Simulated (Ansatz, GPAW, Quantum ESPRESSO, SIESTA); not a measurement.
One structure in several programs: ZrZnNi4 (F-43m, 6 atoms in the cell)

Self-consistent single point.

```
CELL_PARAMETERS angstrom
      0.00000     3.35467     3.35467
      3.35467     0.00000     3.35467
      3.35467     3.35467     0.00000
ATOMIC_POSITIONS crystal
  Zr 0.00000 0.00000 0.00000
  Zn 0.75000 0.75000 0.75000
  Ni 0.37592 0.87224 0.37592
  Ni 0.37592 0.37592 0.37592
  Ni 0.87224 0.37592 0.37592
  Ni 0.37592 0.37592 0.87224
```

All programs got the same cell, k-point mesh and kind of occupations (in Ansatz's words: kpoints.mp_grid.grid = 9 9 9; scf.occupations.method = gaussian; scf.occupations.width = 0.136 eV); potentials, basis and cutoffs are each program's usual ones.

```csv
code,model,pressure (GPa),largest force (eV/Å),k-points,cutoff
GPAW,"PBEsol, GPAW PAW datasets PBEsol (made by gpaw-setup)",-0.77,0.049,35,850 eV
Quantum ESPRESSO,"PBEsol, PSlibrary PAW (PBE) pseudopotentials",-2.13,0.039,35,55 Ry
Ansatz,"PBEsol, PAW files made with PBE",-2.14,0.030,35,default
SIESTA,"GGA PBEsol, numerical atomic orbitals DZP, PseudoDojo PBEsol standard norm-conserving potentials (rewritten from UPF to PSML)",-8.25,0.135,365,grid 300 Ry
```

The spread over the programs that give each value: pressure within 7.48 GPa; largest force within 0.105 eV/Å.

The starting cell comes from a database of computed structures (which also holds hypothetical and non-ambient phases and stackings), without a prior relaxation at this level. On Ansatz's run: Spin polarisation is off.

Why do the programs differ, and what cannot be compared?

Differences of this kind can come from the potentials, where these differ, and from what each basis and cutoff leave unconverged. The valence holds different numbers of electrons (GPAW 88, Quantum ESPRESSO 64, Ansatz (a quantum-chemistry and plane-wave program) 96, SIESTA 104). The zero of total energies and Fermi levels follows the potentials and each program's conventions, so they are not compared here. SIESTA uses small atom-centred bases, whose incompleteness enters pressures, forces and empty levels differently from a plane-wave cutoff. Ansatz's pressure is given at a fixed set of plane waves, as the other plane-wave codes print theirs; with its correction for the finite basis it is -2.07 GPa. The programs reduce the same mesh by symmetry to different extents, which changes the work and not the result. In the pressure, GPAW (by 1.36) and SIESTA (by 6.12) lie more than 1 GPa from the median of the plane-wave programs. In the force vectors, SIESTA (by 0.173) lies more than 0.08 eV/Å from the median of the plane-wave programs.

Left out of this page: ABINIT (with a known weakness of the program); FLEUR (not drawn, or without a comparable value).

Keys are those of Ansatz 0.2.
